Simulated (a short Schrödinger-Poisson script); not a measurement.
Stack: MOS inversion layer, SiO2 on p-type Si(111), at 300 K.

| layer | material | thickness (nm) | Na (cm⁻³) |
|---|---|---|---|
| 1 | SiO2 | 3.2 | - |
| 2 | Si | 830 | 2.7e17 |

The device is made up for the run: typed textbook-type constants, with dimensions and the other settings drawn at random. SiO2: permittivity 3.9, conduction-band edge (eV) 3.15, gap (eV) 9, electron mass (mₑ) 0.5. Si: permittivity 11.7, conduction-band edge (eV) 0, gap (eV) 1.124, Nv at 300 K (cm⁻³) 3.1e19.

Channel valleys (confinement mass, in-plane density-of-states mass, number): Δ6 0.258, 0.358, 6. At the gate the conduction-band edge of layer 1 lies 3.45 eV − eVg above the Fermi level of the channel; the field vanishes at the back. Gaps are held at their typed values at every temperature. Mesh 0.03 nm at interfaces.

Solved with a short Schrödinger-Poisson script written for these runs: 1D Poisson equation in equilibrium, electrons quantum, Hartree (BenDaniel-Duke, 12 states a valley, the channel's in-plane mass for all, wave functions ending at the dielectric), parabolic valleys, classical holes, full ionisation, no traps, pinning or gate leakage.

The same stack at other levels of the model or other numerical settings:

```tsv
run	sheet density of all electrons at Vg = 2.85 V (cm⁻²)	sheet density of all electrons at Vg = 1.05 V (cm⁻²)	capacitance at Vg = 2.85 V (μF/cm²)	centroid of the channel electrons at Vg = 2.85 V (nm)	rough cost against the base
base	1.27e13	2.35e12	0.949	1.81	about 1
electrons treated as classical, Boltzmann	1.47e13	3.07e12	1.05	0.38	0.04
electrons treated as classical, Fermi-Dirac	1.43e13	3.01e12	1.02	0.60	0.2
mesh six times as coarse	1.27e13	2.35e12	0.949	1.81	0.3
one subband a valley	1.27e13	2.34e12	0.949	1.80	0.7
```

The classical rows ignore confinement, and Boltzmann statistics overrate the density once the band edge passes the Fermi level.
